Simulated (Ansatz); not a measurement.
GaP (F-43m), PBEsol, rigid bands (Ansatz, a quantum-chemistry and plane-wave program): band gap 1.45 eV, N_c = 3.90e19 cm⁻³ and N_v = 4.32e19 cm⁻³ at 300 K, conductivity masses of 0.344 mₑ (electrons) and 0.411 mₑ (holes). Take k_BT = 0.02585 eV.

Q: What built-in voltage has an abrupt junction with N_A = 1e16 and N_D = 1e18 cm⁻³, all dopants ionised?

A: V_bi = E_g/e − (k_BT/e) ln(N_c N_v/(N_A N_D)) = 1.45 − 0.02585 × 12.03 = 1.14 V. It follows the computed gap one for one.

Q: Find the intrinsic carrier density and the intrinsic Fermi level.

A: n_i = √(N_c N_v) exp(−E_g/2k_BT) = 4.10e19 × exp(−28.04) = 2.7e7 cm⁻³. The level lies (k_BT/2) ln(N_v/N_c) = 1 meV from mid-gap (positive towards the conduction band). Each 0.1 eV added to the gap lowers n_i by a factor of 6.9.

Q: What thermal injection velocity √(2k_BT/πm) limits a ballistic channel?

A: 9.17e6 cm/s for electrons and 8.39e6 cm/s for holes, a ratio of √(m_h/m_e) = 1.09, for dilute carriers.

Rigid, parabolic bands with the computed gap; masses take one relaxation time for all states. Spin-orbit coupling is left out; where it splits the top of the valence band, N_v and the p-type Seebeck coefficient come out somewhat high without it.
